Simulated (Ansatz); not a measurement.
```yaml
surface: single layer of ZrSe2 (symmetry P-3m1 as a slab, 3 atoms a cell)
Vacuum level minus Kohn-Sham valence edge: 5.63 eV
Vacuum level minus Kohn-Sham conduction edge: 5.12 eV
gap_of_the_slab_on_its_mesh: 0.51 eV
Apparent barrier, filled states, bias minus 0.6 V: 7.9 eV (κ = 1.44 1/Å)
Apparent barrier, filled states, bias minus 1.2 V: 6.6 eV (κ = 1.32 1/Å)
Apparent barrier, empty states, bias plus 0.7 V: 6.7 eV (κ = 1.33 1/Å)
Apparent barrier, empty states, bias plus 1.3 V: 5.7 eV (κ = 1.23 1/Å)
```

Computed with PBE, Tersoff-Hamann images (plane waves, PAW; Ansatz, a first-principles code).

The apparent barrier is ħ²κ²/2m, with κ from the fall of the mean window density between 3.5 and 5 Å; states of large in-plane momentum fall faster than their energy alone says. Mesh 18×18×1, no spin-orbit coupling, no spin polarisation; biases count from the run's Fermi level.
